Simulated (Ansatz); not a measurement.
Effective masses and thermopower of ZnSe under load (space group I-4m2)

Here is the system:

```xyz
2
Lattice="0.0000 2.8941 2.7226 2.8941 0.0000 2.7226 2.8941 2.8941 0.0000" Properties=species:S:1:pos:R:3 pbc="T T T"
Zn     0.0000     0.0000     0.0000
Se     4.3411     4.3411     4.0839
```

Computed with PBEsol with spin-orbit coupling, rigid bands (plane waves, PAW; Ansatz, a first-principles code). Condition of this run: biaxial stress xx = yy = -2 GPa (compression positive) (the target of the relaxation). How the cell was made: cell and atoms relaxed with PBEsol, then loaded as said.

```yaml
band_gap: 0.94 eV
electron conductivity mass (300 K, dilute): 0.097 (x), 0.097 (y), 0.091 (z) mₑ
hole conductivity mass (300 K, dilute): 0.63 (x), 0.63 (y), 0.26 (z) mₑ
effective density of states N_c (300 K): 7.0e17 cm⁻³
effective density of states N_v (300 K): 6.5e18 cm⁻³
density_of_states_mass_electrons: 0.092 mₑ
density_of_states_mass_holes: 0.41 mₑ
Seebeck coefficient, n-type 1e19 cm⁻³, 300 K: -62 μV/K
Seebeck coefficient, p-type 1e19 cm⁻³, 300 K: 225 μV/K
```

Rigid bands; masses and Seebeck coefficients take one relaxation time τ for all states and one kind of carrier; polarons and phonon drag are left out.
